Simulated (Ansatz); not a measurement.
## LaC2 (Immm, No. 71, 3 atoms in the cell; start mp-1223019; a measured phase of this formula has another space group)

These are LDA (PAW; Ansatz, an electronic-structure program) values and carry that method's errors.

Numerical settings: plane-wave cutoff 520 eV, 18×18×18 k mesh, Fermi–Dirac smearing 0.05 eV, scalar-relativistic PAW data made under PBE.

Cell (relaxed at this level):

Space group Immm (No. 71); a = 3.9490 Å, b = 4.7677 Å, c = 5.3131 Å, α = β = γ = 90.00°

| atom | site | symmetry | x | y | z |
|---|---|---|---|---|---|
| La | 2a | mmm | 0.0000 | 0.0000 | 0.0000 |
| C | 4h | m2m | 0.0000 | 0.1350 | 0.5000 |
(The calculation used a cell of 3 atoms; values per cell refer to that cell.)

```yaml
band_gap: zero (no gap)
bulk_modulus: 102 GPa
```

Note: the relaxation could not lower the start's symmetry, so the cell can be a saddle point above a distorted one; the bulk modulus is −V dP/dV from two relaxed cells at ±2 % in volume.

Spin–orbit coupling is not included; it can open a gap where bands touch, and shift volumes and moduli.

The computed numbers hold no vibrational or temperature effects.

Cost on a shared machine: roughly 6 core-minutes.

A start named mp-… is a Materials Project structure, which need not be a measured phase.
